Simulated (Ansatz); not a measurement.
## Effect of uniaxial strain ε_xx = −4.12 % on Pd

Base system: Pd in the fcc (Cu type) structure (space group Fm-3m, No. 225; a = 3.9104 Å; relaxed with 0.1 eV smearing). Axes: x, y, z lie along the cube axes.

The change: the cell is compressed by 4.12 % along x with no lateral relaxation; the atoms relax in the strained cell.

Level of theory: Ansatz (a quantum-chemistry and plane-wave program) r2SCAN, scalar-relativistic without spin-orbit coupling. Settings: 29×29×29 k-points, 0.1 eV Fermi–Dirac smearing.

The volume per atom shrinks by 0.62 Å³ (14.95 Å³ → 14.33 Å³) and the space group changes from Fm-3m (No. 225) to I4/mmm (No. 139). The shortest interatomic distance decreases by 0.056 Å, from 2.765 Å to 2.709 Å and the energy goes up by 19 meV/atom. The pressure (mean of the normal stresses, compression positive) goes from zero to 8.8 GPa and the band gap is still zero. The stress (xx, yy, zz, yz, xz, xy; compression positive) is (10.1, 8.1, 8.1, 0.0, 0.0, 0.0) GPa.

No phonon test of stability was made. The final runs are not spin-polarised. Pd has a high density of states at the Fermi level and may be magnetic at this level.
